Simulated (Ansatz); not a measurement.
The starting structures come from a database of crystals and need not be the phases stable at ambient conditions.

 Where the default PAW files enter, the runs use the earlier of Ansatz's two default sets.

Here is the system:

```
O2Si
1.0
    5.06338     0.00000     0.00000
    0.21527     5.05881     0.00000
    2.42406    -2.52940     3.50342
Si O
2 4
Direct
  0.00000   0.00000   0.00000
  0.25000   0.25000   0.50000
  0.62500   0.12500   0.34679
  0.22179   0.02821   0.15321
  0.12500   0.62500   0.65321
  0.02821   0.22179   0.84679
```

Space group of this cell: I-42d. The cell is taken as given.

Computed with r2SCAN (plane waves, PAW; Ansatz, a program for electronic structure).

The current runs along the normal of the first two printed vectors; no spin-orbit coupling. Scaled by the factor s: all lengths (ions clamped). The meshes follow the cell: 10×10×10 and 6×6 across at s = 0.98, 8×8×8 and 6×6 across at s = 1.00, 8×8×8 and 6×6 across at s = 1.02.

```json
[
 {"s": "0.98", "mean pressure (GPa)": "11.7", "slowest mid-gap decay constant κ (1/Å)": "?"},
 {"s": "1.00", "mean pressure (GPa)": "0.1", "slowest mid-gap decay constant κ (1/Å)": "0.558"},
 {"s": "1.02", "mean pressure (GPa)": "-8.9", "slowest mid-gap decay constant κ (1/Å)": "0.541"}
]
```

### Question
Take the slope of the slowest mid-gap decay constant κ against ln s from the two given rows, extrapolate to s = 0.98, and say what the run there gives.

### Answer
Slope = (0.541 − 0.558) / ln 1.02 = -0.858 1/Å. The line gives 0.558 + (-0.858) × ln 0.98 = 0.575 1/Å. The run gives 0.574 1/Å, 0.001 1/Å under the line, 8 % of the predicted step.
